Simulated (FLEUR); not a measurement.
FLEUR run on Rb₃Cd (Pm-3m, 4 atoms in the cell): self-consistent single point.

Level of theory: PBEsol, all-electron FLAPW (FLEUR), scalar-relativistic valence in FLEUR.

The change in words: lattice scaled by 0.98. Reference geometry:
```
CELL_PARAMETERS angstrom
      6.43244     0.00000     0.00000
      0.00000     6.43244     0.00000
      0.00000     0.00000     6.43244
ATOMIC_POSITIONS crystal
  Rb 0.00000 0.50000 0.50000
  Rb 0.50000 0.00000 0.50000
  Rb 0.50000 0.50000 0.00000
  Cd 0.00000 0.00000 0.00000
```

Reference input (self-consistent single point, DFT, PBEsol, all-electron FLAPW (FLEUR), scalar-relativistic valence): Kmax = 3.8 1/bohr; GmaxXC = 15.2 1/bohr; xcFunctional = PBEs; jspins = 1; l_soc = F; mode = hist; fermiSmearingEnergy = 0.00367493 Htr; mesh (inpgen div1-3) = 4 4 4; inpgen gamma flag = true; Gmax = 15.2 1/bohr; numbands = 0; maxIterBroyd = 99. This run's input differs from it in these lines:

```diff
@@ -6,3 +6,3 @@
 0.0000000000 0.0000000000 1.0000000000
-12.1555461336
+11.9124347574
 1.0 1.0 1.0
@@ -46,5 +46,5 @@
          <bravaisMatrix>
-            <row-1>   12.1555461335999997     0.0000000000000000     0.0000000000000000</row-1>
-            <row-2>    0.0000000000000000    12.1555461335999997     0.0000000000000000</row-2>
-            <row-3>    0.0000000000000000     0.0000000000000000    12.1555461335999997</row-3>
+            <row-1>   11.9124347573999998     0.0000000000000000     0.0000000000000000</row-1>
+            <row-2>    0.0000000000000000    11.9124347573999998     0.0000000000000000</row-2>
+            <row-3>    0.0000000000000000     0.0000000000000000    11.9124347573999998</row-3>
          </bravaisMatrix>
```

The program printed (abridged):

```
 Iteration:     1   Distance:       1.64676659 me/bohr^3
 Iteration:     2   Distance:       1.53399882 me/bohr^3
 Iteration:     3   Distance:       0.64463437 me/bohr^3
 Iteration:     4   Distance:       0.60046827 me/bohr^3
 Iteration:     5   Distance:       0.33557091 me/bohr^3
   [... 6 lines left out ...]
 Iteration:    12   Distance:       0.00034282 me/bohr^3
 Iteration:    13   Distance:       0.00009205 me/bohr^3
 Iteration:    14   Distance:       0.00001803 me/bohr^3
 Iteration:    15   Distance:       0.00000580 me/bohr^3
 Run finished successfully
 Stop message:
   Structural relaxation: Done

[file out, last iteration]
             iter=     16
[...]
          total density-effective poten   -2.3675081056E+04
          total charge density-energy d   -4.4896408312E+02
 Updated energy parameters for spin:           1
[...]
 fermi energy and band-weighting factors:
    0.254046    0.254046    0.265556

[...]
FERMIE:
          first approx. to ef    (T=0)  :   0.086830 htr   (energy of the highest occ. eigenvalue)
          number of occ. states  (T=0)  :        223
          first approx. to seigv (T=0)  : -28.350698 htr
          sum of weights of occ. states :  22.500000
          sum of semicore charge        :   0.000000 e
FERHIS:  Fermi-Energy by histogram:
          bandgap                     :   0.000555 htr
   [... lines left out ...]
          charge neutrality (T=0)     :   0.000000    (zero if the highest occ. eigenvalue is "entirely" occupied)
     EF_NEWTON:  Adjust Fermi-Energy by Newton-Method.
 Direct bandgap for spin            1 :    1.8414359788335527E-002  Htr
 ---->    free energy=                    -14532.3170473813 htr
   [... lines left out ...]
      extrapolation for T->0
 ---->    total electron energy=          -14532.3148178457 htr
 ***** TOTAL FORCES ON ATOMS *****
 TOTAL FORCE FOR ATOM TYPE=  1  X=  0.000   Y=  5.956   Z=  5.956
                       FX_TOT= 0.000000 FY_TOT= 0.000000 FZ_TOT= 0.000000
 TOTAL FORCE FOR ATOM TYPE=  2  X=  0.000   Y=  0.000   Z=  0.000
                       FX_TOT= 0.000000 FY_TOT= 0.000000 FZ_TOT= 0.000000
 Structural relaxation: Done
```

The run converged in 15 iterations. FLEUR gives forces in its relaxation mode, with a further iteration, so its stop message speaks of a relaxation. Against the reference run the free energy falls by 9.3 meV/atom.

The starting cell comes from a database of computed structures (which also holds hypothetical and non-ambient phases and stackings), without a prior relaxation at this level. Its lattice was rescaled by a random factor within 2.5 % of one. For this run, on top of that: lattice scaled by 0.98. Values depend on the basis (sphere radii, cutoffs, local orbitals), which need not be converged. The log's line on a gap gives a spacing of levels on this mesh, which the program prints for metals too.

Cost on one core of a shared machine: roughly 5 min.
